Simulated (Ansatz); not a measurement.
Ti on the Al site (Ti_Al) in corundum (start: the Al site; 120-site cell, 2×2×2 Γ-centred sampling), Al-rich (Δμ(Al) = 0.00 eV, Δμ(Ti) = -1.58 eV, bounded by TiAl3 (I4/mmm); only phases computed here count, gases as isolated molecules at 0 K). The numbers are results of PBE, PAW (plane waves to 420 eV; Ansatz, a program for electronic structure), not measurements. In charge state +1 (not spin-polarised) the formation energy is -0.45 eV with the Fermi level at the valence-band maximum; take the Fermi level 1.80 eV above it, where this charge is the stable one. The crystal has 4.57 × 10^22 Al sites per cm³.

Q: Estimate the equilibrium concentration at 1300 K in the dilute limit, leaving out vibrational entropy and degeneracy.

A: E_f = -0.45 + (+1)(1.8) = 1.35 eV; kT = 0.1120 eV; c = N exp(−E_f / kT) = 4.57 × 10^22 × exp(−12.1) ≈ 3 × 10^17 cm^-3. An error of 0.2 eV in E_f moves this by a factor of 6.
